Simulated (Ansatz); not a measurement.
Levels about the gap of amorphous Si₂₄O₄₇Cl₂ (73 atoms in a cell of 1127 Å³, 2.21 g/cm³; zone centre alone, so wide bands show as single levels with stretches between that a denser mesh fills), at the geometry that PBE relaxed, where it gives 0.5 GPa on a denser mesh. The participation number counts the atoms over which a state spreads; weights are charges in smoothed Voronoi cells. The levels come from a single point, so bond lengths are those of that geometry. Method of the levels: PBE, scalar-relativistic without spin-orbit coupling (Ansatz, a quantum-chemistry and plane-wave program). Sampling: the zone centre alone; Fermi-Dirac width 0.02 eV; no spin polarisation. At PBE the levels at the filled edge of the gap are localised (band-tail or defect states).

A CHGNet melt-quench gave the starting glass, which DFT then relaxed. Anions were pushed apart under 1.9 Å during the dynamics, to hinder bonds among them. The hot cell started wider than the set density and was brought back towards it in steps. It is the lowest in DFT energy of 2 quenches. It is a model cell: composition and starting density were chosen by hand, and all elements were melted together. No dispersion term was used. Its density started from a set value of 2.21 and ended at 2.21 g/cm³. Cooling (nominally 320 K/ps over its main leg) ran many orders faster than in experiment, which tends to leave more defects and strain. One small periodic cell is one sample of the glass; other quenches scatter about these values. The volume was held where the preparation left it and the shape relaxed, at a PBE pressure of 0.5 GPa.

| E - E(highest filled), eV | filling | participation number | largest on | weight O | weight Cl | weight Si |
|---|---|---|---|---|---|---|
| -0.18 | filled | 15.1 | Cl, 1 neighbours | 0.65 | 0.31 | 0.03 |
| -0.16 | filled | 15.9 | Cl, 1 neighbours | 0.75 | 0.21 | 0.04 |
| -0.13 | filled | 11.3 | Cl, 1 neighbours | 0.72 | 0.25 | 0.03 |
| -0.09 | filled | 21.9 | Cl, 1 neighbours | 0.82 | 0.14 | 0.03 |
| -0.08 | filled | 18.7 | Cl, 1 neighbours | 0.85 | 0.12 | 0.03 |
| -0.04 | filled | 5.6 | Cl, 1 neighbours | 0.50 | 0.48 | 0.03 |
| 0.00 | filled | 13.3 | O, 2 neighbours | 0.88 | 0.08 | 0.04 |
| 5.41 | empty | 67.9 | O, 2 neighbours | 0.69 | 0.03 | 0.27 |
| 6.92 | empty | 41.3 | O, 2 neighbours | 0.62 | 0.03 | 0.35 |
| 6.99 | empty | 34.7 | Si, 4 neighbours | 0.63 | 0.02 | 0.36 |
| 7.05 | empty | 40.6 | Si, 4 neighbours | 0.66 | 0.01 | 0.33 |
| 7.19 | empty | 35.4 | Si, 4 neighbours | 0.56 | 0.09 | 0.34 |

Most localised among these is the filled level at -0.04 eV, on a Cl atom, which has 1 neighbours (Si 2.04 Å).
